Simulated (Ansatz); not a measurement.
The starting structures come from a database of crystals and need not be the phases stable at ambient conditions.

 Where the default PAW files enter, the runs use the earlier of Ansatz's two default sets.

Tunnelling through a barrier is set by its complex band structure: the current falls as exp(−2κd) with the smallest κ.

Input:

```
LiNbO3
1.0
    5.26944     0.00000     0.00000
   -2.63472     4.56347     0.00000
    2.63472     1.52116     4.77340
Li Nb O
2 2 6
Direct
  0.50000   0.75000   0.75000
  0.50000   0.25000   0.25000
  0.00000   0.50000   0.50000
  0.00000   0.00000   0.00000
  0.50000   0.62963   0.25000
  0.50000   0.37037   0.75000
  0.12036   0.87037   0.25000
  0.87964   0.12964   0.75000
  0.87964   0.25000   0.25000
  0.12037   0.75000   0.75000
```

Space group of this cell: R-3c. The cell is strained (lengths along the current scaled by 1.03, ions clamped); by r2SCAN its mean pressure is -14.3 GPa.

Transport runs along the normal of the first two printed cell vectors, the (001) (indices of the unstrained crystal) plane of the conventional cell.

The gap is the functional's own. No spin-orbit coupling. Mid-gap values are interpolated on the energy grid.

**Question.** Give the band gap and the smallest decay constant κ at mid-gap that r2SCAN (Ansatz, a first-principles code) yields.

**Answer.** Gap 2.66 eV on a 8×8×8 mesh; κ = 0.291 1/Å, at (0.500, 0.000) of the in-plane reciprocal vectors. At the zone centre, at the nearest computed energy, the slowest state has κ = 0.30 1/Å.
